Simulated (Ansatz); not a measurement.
For GePd (model structure, started from the CrB type, Cmcm, No. 63, 4 atoms in the cell), PBE in Ansatz (PAW) gives:

* **volume per atom**: 17.13 Å³/atom
* **enthalpy of formation**: -0.301 eV/atom

Task: What does PBE-D3(BJ) (Ansatz, a program for electronic structure, PAW) give for the same quantities?

Result: 
- equilibrium volume per atom: 16.37 Å³/atom (falls by 4.4 %)
- formation enthalpy: -0.317 eV/atom (moves by -0.016 eV/atom)

Changes are worked out from the printed values.

Unless a cell is named, each level is at its own relaxed cell (PBE 17.13, PBE-D3(BJ) 16.37 Å³/atom).

Ansatz's density-functional and Hartree–Fock values are scalar-relativistic unless marked +SOC, with PAW data made under PBE.

A model structure was made by putting elements into a prototype or built by hand; it is no filed structure, need not be a known phase, and can be a saddle point held by its symmetry.
